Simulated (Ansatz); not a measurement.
## WS2: pressure −2 GPa

The parent structure is WS₂ in the 2H-MoS2 type structure (space group P6_3/mmc, No. 194; a = 3.1148 Å, c = 11.7731 Å; layered, stacked along the Cartesian z axis).

Modification: a negative pressure, −2 GPa.

Computed with PBEsol-D3(BJ) (Ansatz, a quantum-chemistry and plane-wave program, PAW, without spin-orbit coupling). Γ-centred 12×12×3 mesh, Fermi–Dirac width 0.05 eV.

| quantity | base | changed | shift |
|---|---|---|---|
| volume per atom | 16.49 Å³ | 17.06 Å³ | +0.57 Å³ |
| density | 8.33 g/cm³ | 8.04 g/cm³ | -0.280 g/cm³ |
| lattice parameter a | 3.115 Å | 3.132 Å | +0.017 Å |
| c/a ratio | 3.780 | 3.849 | +0.069 |
| shortest interatomic distance | 2.389 Å | 2.395 Å | +0.006 Å |
| enthalpy H = E + PV relative to the base's energy | – | -0.21 eV/atom | – |
| band gap | 0.65 eV | 0.81 eV | +0.154 eV |
| gap character | indirect, Γ → K–Γ (44 % along) | indirect, Γ → K–Γ (44 % along) | – |
| smallest direct gap | 1.92 eV | 1.88 eV | -0.04 eV |
| mean gap deformation potential ΔEg/Δln V | – | +4.5 eV | – |
| hole mass | 0.96 mₑ along c, 0.46 mₑ across (at Γ) | 0.86 mₑ along c, 0.54 mₑ across (at Γ) | – |
| valence-band top at Γ (three highest levels, from the VBM) | 0.00, -1.26, -1.60 eV | 0.00, -1.40, -1.43 eV | – |

Final structure:

```yaml
crystal:
  lattice:
    - [3.13162, 0.00000, 0.00000]
    - [-1.56581, 2.71206, 0.00000]
    - [0.00000, 0.00000, 12.05293]
  atoms:
    - { symbol: W, position: [0.33333, 0.66667, 0.25000] }
    - { symbol: W, position: [0.66667, 0.33333, 0.75000] }
    - { symbol: S, position: [0.33333, 0.66667, 0.61974] }
    - { symbol: S, position: [0.66667, 0.33333, 0.11974] }
    - { symbol: S, position: [0.66667, 0.33333, 0.38026] }
    - { symbol: S, position: [0.33333, 0.66667, 0.88026] }
```

With W present, leaving out spin-orbit coupling can change the band edges. Load acts through the strain it causes; cell and atoms are relaxed under it. Effective masses come from finite differences of ±0.01 Å⁻¹. Stability against distortions was not tested.
